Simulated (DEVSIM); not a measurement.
System: Mo/HfO2/p-GaAs capacitor, at 300 K.

Layer 1 from the left is HfO2, thickness (nm) 9.80. Layer 2 from the left is GaAs, thickness (nm) 660, Na (cm⁻³) 9.6e17.

Metal gate on the left, work function 4.6 eV. Fixed charge at the semiconductor interface -7.2e10 cm⁻² (in units of +e); no interface traps.

The device is made up for the run: typed textbook-type constants, with dimensions and the other settings drawn at random. Values at 300 K.

HfO2: gap (eV) 5.7, affinity (eV) 2.5, permittivity 22. GaAs: gap (eV) 1.424, affinity (eV) 4.07, permittivity 12.9, Nc (cm⁻³) 4.7e17, Nv (cm⁻³) 9e18.

Model (solved in DEVSIM): 1D Poisson equation in equilibrium, Boltzmann statistics, complete ionisation; no quantum confinement or tunnelling. Metal contacts follow the ideal Schottky-Mott rule: no Fermi-level pinning, no interface dipoles.

Problem. What does the simulation give for the minimum of the low-frequency capacitance, the flat-band voltage?

Solution. minimum of the low-frequency capacitance 0.239 μF/cm²; flat-band voltage -0.83 V.
